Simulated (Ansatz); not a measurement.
Here is the system:

End structure of a constructed model of the (0001) surface of hcp Co, ferromagnetic, a layer of Ge in place of the second plane (bottom of the slab: a bare face, its two planes held):

```xyz
6
Lattice="2.4929 0.0000 0.0000 -1.2465 2.1589 0.0000 0.0000 0.0000 26.5000" Properties=species:S:1:pos:R:3 pbc="T T T"
Co     1.2465     0.7196     8.2452
Co     0.0000     1.4393    10.2615
Co     1.2465     0.7196    12.2944
Co     0.0000     1.4393    14.2795
Ge     1.2465     0.7196    16.3551
Co     0.0000     1.4393    18.4061
```

Slab: 6 atoms, 10.0 Å thick at the start with caps and adatoms (thin: gaps and levels are the slab's own); k 17x17x1, smearing 0.1 eV, dipole-corrected; 2 atoms held, the rest relaxed; start symmetry kept, larger cells not searched; spin-polarised, ending with about 7.7 μB a cell; orders that need a larger cell were not tried, no spin-orbit, no U. In PBE it lies 0.03 eV a 1x1 cell over the lowest computed structure of the same composition (a layer of Ge in place of the third plane).

What is the computed work function of the top face (Ansatz (a program for electronic structure) with PBE)?

5.31 eV
